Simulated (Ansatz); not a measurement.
Checking a run of Ansatz (a first-principles code) on CsGeF3 (Pnma, 20 atoms in the cell). The aim is a self-consistent single point with DFT, LDA (PW92), plane waves, default PAW files made with PBE.

Cell that was meant: a = 6.1273 Å, b = 8.6456 Å, c = 6.1068 Å, α = 90.00°, β = 90.00°, γ = 90.00°.

Part of the input:

```yaml
# CsGeF3
crystal:
  lattice:
    - [3.242404, 0.000000, 0.000000]
    - [0.000000, 4.575028, 0.000000]
    - [0.000000, 0.000000, 3.231581]
  atoms:
    - { symbol: Cs, position: [0.487700, 0.250000, 0.991600] }
    - { symbol: Cs, position: [0.987700, 0.250000, 0.508400] }
```

Log, with long lists cut:

```
WARN basis.ecutwfc = 420 eV, the default
WARN ansatz: RAYON_NUM_THREADS=1 ignored (pool sized by the plan → 1); use --threads N
   [... lines left out ...]
PAW frozen core: F, regenerated for the run's functional, and the local potential with it
Initial density: superposition of atomic densities (neutral atoms: chi_scale 0, normalization atom), corrected by the library's trained network
Initial wavefunctions: pseudopotential atomic-orbital guess
Eigensolver: davidson
Functional: x = slater, c = lda
SCF iter   1: F=—  HF=-47315.322987 eV  |F-HF|=—  |Δ(HF+E_count)|=         —  Δρ=1.43e0  dr2=4.27e2  ethr=1.77e-3  ⟨swp⟩=22.9  Hψ=8356  notcnv=0  defer=36
all-band conjugate gradients solve this SCF's bands
preconditioner: auto → Kerker (q_TF=auto, 3.389 Å⁻¹)
SCF iter   2: F=—  HF=-47122.974915 eV  |F-HF|=—  |Δ(HF+E_count)|=    1.92e2  S|Δr|=    0.00e0  Δρ=5.07e-1  dr2=5.57e1  ethr=1.77e-3  ⟨swp⟩=12.4  Hψ=4424  notcnv=0  defer=117
   [... lines left out ...]
SCF iter   8: F=—  HF=-47096.231793 eV  |F-HF|=—  |Δ(HF+E_count)|=   6.43e-5  S|Δr|=    0.00e0  Δρ=1.30e-4  dr2=4.32e-6  ethr=1.71e-7  ⟨swp⟩=8.2  Hψ=2697  notcnv=0  defer=101
SCF iter   9: F=—  HF=-47096.231812 eV  |F-HF|=—  |Δ(HF+E_count)|=   1.95e-5  S|Δr|=    0.00e0  Δρ=4.50e-5  dr2=3.16e-7  ethr=2.46e-9  ⟨swp⟩=14.9  Hψ=3752  notcnv=5  defer=101
SCF iter  10: F=-47096.231813 eV  HF=-47096.231813 eV  |F-HF|=3.89e-9  |Δ(HF+E_count)|=   7.55e-7  S|Δr|=    0.00e0  Δρ=8.39e-6  dr2=8.95e-9  ethr=5.68e-11  ⟨swp⟩=100.6  Hψ=21028  notcnv=0
SCF 1 converged in 10 iterations: F = -47096.231813 eV  dr2 = 8.95e-9
Stability not checked (fill_not_monotonic)
Free energy (F): -47096.231813 eV
Internal energy: -47096.222351 eV  (E = F + TS)
E sigma→0 (E₀):  -47096.228659 eV
Entropy (-TS):   -0.009462 eV (-0.473 meV/atom)
Fermi energy:    79.823541 eV
--- Forces (eV/Å), atoms counted from 1 ---
  atom   1  Cs     2.98392212    -0.00000000    30.13159755
  atom   2  Cs     2.98392212     0.00000000   -30.13159755
  atom   3  Cs    -2.98392212    -0.00000000   -30.13159755
   [... lines left out ...]
  atom  20  F     -5.52830460    -8.82140563    -0.54646765
--- Stress (GPa, compression-positive) ---
     7729.797648       0.000000       0.000000
        0.000000    7981.664114       0.000000
        0.000000       0.000000    7844.386152
  P = ⅓ Tr σ = 7851.9493 GPa (78519.493 kbar)
  The stress holds the Pulay correction. Without it, at fixed plane waves, as pw.x and ABINIT print it: P = 7823.0628 GPa
```

Task: Can these results be used? Check the input.

Result: The run is not sound. The fault is this: lattice multiplied by the bohr radius once too often. Bohr and ångström differ by a factor of 1.89; the cell that the program reads is then far too large or far too small. To fix it, give the lengths in the unit that the key or card expects. The run converged in 10 iterations without an error; against the sound input the free energy rises by 66.2 eV/atom, the pressure goes from 4.77 to 7852 GPa, the largest force goes from 0.788 to 30.28 eV/Å and no clean gap remains on the mesh (levels overlap or are partly filled), against 1.81 eV before.

The sound input it was made from differs as follows (other fixes are possible):
```diff
-    - [3.242404, 0.000000, 0.000000]
-    - [0.000000, 4.575028, 0.000000]
-    - [0.000000, 0.000000, 3.231581]
+    - [6.127255, 0.000000, 0.000000]
+    - [0.000000, 8.645550, 0.000000]
+    - [0.000000, 0.000000, 6.106803]
```

With that input, the run converged in 8 iterations: free energy E − TS (on the zero of these files) -48419.8787 eV; top of the valence band (on the code's own zero) 7.53 eV; gap on the k-point mesh 1.81 eV; pressure 4.77 GPa; largest force (vector length) 0.788 eV/Å (DFT, LDA (PW92), plane waves, default PAW files made with PBE).

On the sound input: the starting cell was generated: these elements placed on a structure prototype, without a prior relaxation; it need not be a known phase or ordering of this composition. Its lattice was rescaled by a random factor within 2.5 % of one. With a pressure of about 5 GPa the cell is away from its equilibrium volume at this level. Ansatz's pressure includes its estimate of the finite-basis (Pulay) stress. Without the estimate this run gives 4.14 GPa.

Keys are those of Ansatz 0.2.
